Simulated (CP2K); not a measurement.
**Input and output of a self-consistent single point for KF (Fm-3m, 2 atoms in the cell) (CP2K)**

Computed with PBE, GPW, DZVP-MOLOPT-PBE-GTH basis, GTH-PBE potentials (POTENTIAL_UZH) in CP2K.

Input as run:

```
&GLOBAL
  PROJECT calc
  RUN_TYPE ENERGY_FORCE
  PRINT_LEVEL LOW
&END GLOBAL
&FORCE_EVAL
  METHOD Quickstep
  STRESS_TENSOR ANALYTICAL
  &DFT
    BASIS_SET_FILE_NAME BASIS_MOLOPT_UZH
    POTENTIAL_FILE_NAME POTENTIAL_UZH
    &QS
      METHOD GPW
      EPS_DEFAULT 1E-11
    &END QS
    &MGRID
      CUTOFF 550
      REL_CUTOFF 50
      NGRIDS 5
    &END MGRID
    &SCF
      SCF_GUESS ATOMIC
      EPS_SCF 1E-7
      MAX_SCF 100
      ADDED_MOS 4
      &DIAGONALIZATION
        ALGORITHM STANDARD
      &END DIAGONALIZATION
      &MIXING
        METHOD BROYDEN_MIXING
        ALPHA 0.3
        NBUFFER 12
      &END MIXING
      &SMEAR ON
        METHOD FERMI_DIRAC
        ELECTRONIC_TEMPERATURE [K] 232.09
      &END SMEAR
    &END SCF
    &KPOINTS
      SCHEME MONKHORST-PACK 9 9 9
    &END KPOINTS
    &XC
      &XC_FUNCTIONAL PBE
      &END XC_FUNCTIONAL
    &END XC
    &PRINT
      &MO
        EIGENVALUES T
        OCCUPATION_NUMBERS T
        NDIGITS 8
        FILENAME mo
        &EACH
          QS_SCF 0
        &END EACH
        ADD_LAST NUMERIC
      &END MO
      &MULLIKEN OFF
      &END MULLIKEN
    &END PRINT
  &END DFT
  &SUBSYS
    &CELL
      A 3.75391000 0.00000000 0.00000000
      B 1.87695500 3.25098100 0.00000000
      C 1.87695500 1.08366000 3.06505400
      PERIODIC XYZ
    &END CELL
    &COORD
      SCALED
      K        0.00000000     0.00000000     0.00000000
      F        0.50000000     0.50000000     0.50000000
    &END COORD
    &KIND K
      BASIS_SET DZVP-MOLOPT-PBE-GTH-q9
      POTENTIAL GTH-PBE-q9
    &END KIND
    &KIND F
      BASIS_SET DZVP-MOLOPT-PBE-GTH-q7
      POTENTIAL GTH-PBE-q7
    &END KIND
  &END SUBSYS
  &PRINT
    &FORCES ON
    &END FORCES
    &STRESS_TENSOR ON
    &END STRESS_TENSOR
  &END PRINT
&END FORCE_EVAL
```

Log, with long lists cut:

```
 GLOBAL| Method name                                                        CP2K
 GLOBAL| Project name                                                       calc
 GLOBAL| Run type                                                   ENERGY_FORCE

 TOTAL NUMBERS AND MAXIMUM NUMBERS

  Total number of            - Atomic kinds:                                   2
                             - Atoms:                                          2
                             - Shell sets:                                     2
                             - Shells:                                        11
                             - Primitive Cartesian functions:                 11
                             - Cartesian basis functions:                     29
                             - Spherical basis functions:                     27

  Maximum angular momentum of- Orbital basis functions:                        2
                             - Local part of the GTH pseudopotential:          2
                             - Non-local part of the GTH pseudopotential:      3

 SCF PARAMETERS         Density guess:                                    ATOMIC
                        max_scf:                                             100
                        max_diis:                                              4
                        eps_scf:                                        1.00E-07
                        eps_diis:                                       1.00E-01
                        eps_eigval:                                     1.00E-05
                        level_shift [a.u.]:                             0.000000
                        added MOs                                         4    0
                        Mixing method:                            BROYDEN_MIXING
                                                charge density mixing in g-space
                        Smear method:                                FERMI_DIRAC
                        Electronic temperature [K]:                        232.1
                        Electronic temperature [a.u.]:                  7.35E-04
                        Accuracy threshold:                             1.00E-10
                        No outer SCF

 Extrapolation method: initial_guess

 Number of electrons:                                                         16
 Number of occupied orbitals:                                                  8
 Number of molecular orbitals:                                                12

 Number of orbital functions:                                                 27
 Number of independent orbital functions:                                     27

 SCF WAVEFUNCTION OPTIMIZATION

  Step     Update method      Time    Convergence         Total energy    Change
     1 NoMix/Diag. 0.30E+00      -     0.58922975       -52.6546477635 -5.27E+01
     2 Broy./Diag. 0.30E+00      -     0.08973720       -51.0796708112  1.57E+00
     3 Broy./Diag. 0.30E+00      -     0.03315535       -52.4082080426 -1.33E+00
     4 Broy./Diag. 0.30E+00      -     0.01306572       -52.6243034983 -2.16E-01
     5 Broy./Diag. 0.30E+00      -     0.00962359       -52.4817897119  1.43E-01
     6 Broy./Diag. 0.30E+00      -     0.00315386       -52.6317326770 -1.50E-01
     7 Broy./Diag. 0.30E+00      -     0.00065997       -52.6224052165  9.33E-03
     8 Broy./Diag. 0.30E+00      -     0.00018974       -52.6301935715 -7.79E-03
     9 Broy./Diag. 0.30E+00      -     0.00006864       -52.6284740371  1.72E-03
    10 Broy./Diag. 0.30E+00      -     0.00000466       -52.6289444656 -4.70E-04
    11 Broy./Diag. 0.30E+00      -     0.00000358       -52.6288955559  4.89E-05
    12 Broy./Diag. 0.30E+00      -     0.00000014       -52.6289200154 -2.45E-05
    13 Broy./Diag. 0.30E+00      -     0.00000002       -52.6289185603  1.46E-06

  *** SCF run converged in    13 steps ***

  Electronic density on regular grids:        -15.9999999998        0.0000000002
  Core density on regular grids:               15.9999999999       -0.0000000001
  Total charge density on r-space grids:        0.0000000002
  Total charge density g-space grids:           0.0000000002

  Overlap energy of the core charge distribution:               0.00000000000000
  Self energy of the core charge distribution:               -124.75653914655760
  Core Hamiltonian energy:                                     32.33684213754201
  Hartree energy:                                              48.90561302636500
  Exchange-correlation energy:                                 -9.11483457763021
  Electronic entropic energy:                                  -0.00000000000000
  Fermi energy:                                                 0.10533803587926

  Total energy:                                               -52.62891856028079
  Total energy (extrapolated to T->0):                        -52.62891856028079

 ENERGY| Total FORCE_EVAL ( QS ) energy [hartree]            -52.628918597153941

 FORCES| Atomic forces [hartree/bohr]
 FORCES|   Atom     x               y               z               |f|
 FORCES|      1 -4.97477245E-14  3.33903240E-15  2.64820349E-14   5.64560307E-14
 FORCES|      2 -2.89672338E-14  2.91617256E-14 -1.36590423E-14   4.33136966E-14
 FORCES| Sum    -7.87149583E-14  3.25007580E-14  1.28229926E-14
 FORCES| Total atomic force                                       8.61206890E-14

 STRESS| Analytical stress tensor [bar]
 STRESS|                        x                   y                   z
 STRESS|      x        2.52102470625E+04   1.44210933615E+02   1.01972438651E+02
 STRESS|      y        1.44210933615E+02   2.50440507656E+04   5.90986220650E+01
 STRESS|      z        1.01972438651E+02   5.90986220650E+01   2.50019008690E+04
 STRESS| 1/3 Trace                                             2.50853995657E+04
```

The run converged in 13 iterations.

The starting cell comes from a database of computed structures (which also holds hypothetical and non-ambient phases and stackings), without a prior relaxation at this level. Values carry the incompleteness of an atom-centred basis.

Cost on one core of a shared machine: roughly 40 s.
